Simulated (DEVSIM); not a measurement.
Structure: abrupt Si n-p junction, at 300 K.

Layer 1 from the left is Si, thickness (μm) 20.0, Nd (cm⁻³) 2.7e16, τn (s) 1.8e-5, τp (s) 1.8e-5. Layer 2 from the left is Si, thickness (μm) 120, Na (cm⁻³) 2.2e17, τn (s) 1.8e-5, τp (s) 1.8e-5.

Left contact: ohmic. Right contact: ohmic. Voltage is applied to the left contact. Recombination: SRH at mid-gap, Auger. Mobility is constant in doping.

Constants are typed, rounded textbook-type inputs, not results; the design itself was drawn at random and stands for no fabricated device. Values at 300 K.

Si: gap (eV) 1.124, affinity (eV) 4.05, permittivity 11.7, Nc (cm⁻³) 2.86e19, Nv (cm⁻³) 3.1e19, μn (cm²/Vs) 1417, μp (cm²/Vs) 470, Cn (cm⁶/s) 2.8e-31, Cp (cm⁶/s) 9.9e-32.

Model (solved in DEVSIM): 1D drift-diffusion, Boltzmann statistics, complete ionisation; no tunnelling, impact ionisation, image-force lowering or self-heating.

Dark forward current:

```
|V| (V)  |J| (A/cm²)
-------  -----------
0.05       1.635e-10
0.10       6.956e-10
0.15        2.920e-9
0.20        1.439e-8
0.25        8.298e-8
0.30        5.275e-7
0.35        3.518e-6
0.40        2.397e-5
0.45       0.0001647
0.50        0.001136
0.55        0.007842
0.60         0.05409
0.65          0.3688
0.70           2.346
0.75           11.44
0.80           35.97
0.85           80.96
0.90           151.1
0.95           251.6
1.00           386.3
1.05           557.1
1.10           765.1
1.15            1010
1.20            1293
1.25            1612
1.30            1967
```

**Question.** Work out the local ideality factor n = ΔV / (kT/q · ln(J2/J1)) between the rows 0.15 and 0.20 V, 0.50 and 0.55 V, 1.25 and 1.30 V.

**Answer.** kT/q = 25.85 mV. From 0.15 to 0.20 V: ln(1.439e-8/2.920e-9) = 1.595, n = 1.21. From 0.50 to 0.55 V: ln(0.007842/0.001136) = 1.932, n = 1.00, near the 1 of diffusion or emission over a barrier. From 1.25 to 1.30 V: ln(1967/1612) = 0.199, n = 9.72.

**Question.** Estimate the current at 0.45 V from the Shockley equation with J0 = Σ q ni² D/(N L) coth(W/L), τ joining the SRH, radiative and Auger lifetimes that are on, and W taken as the whole layer.

**Answer.** ni² = 1.16e20 cm⁻⁶; holes in the n layer: μ = 470 cm²/Vs, D = 12.1 cm²/s, τ = 1.79e-5 s, L = 148 μm, W/L = 0.14, term 4.20e-12 A/cm²; electrons in the p layer: μ = 1420 cm²/Vs, D = 36.6 cm²/s, τ = 1.66e-5 s, L = 246 μm, W/L = 0.49, term 2.78e-13 A/cm². J0 = 4.48e-12 A/cm², and J = J0 exp(qV/kT) = 0.000163 A/cm². The simulation gives 0.000165 A/cm²; the estimate lies 1.2 % below. The estimate leaves out recombination in the depletion region and that region's share of W.
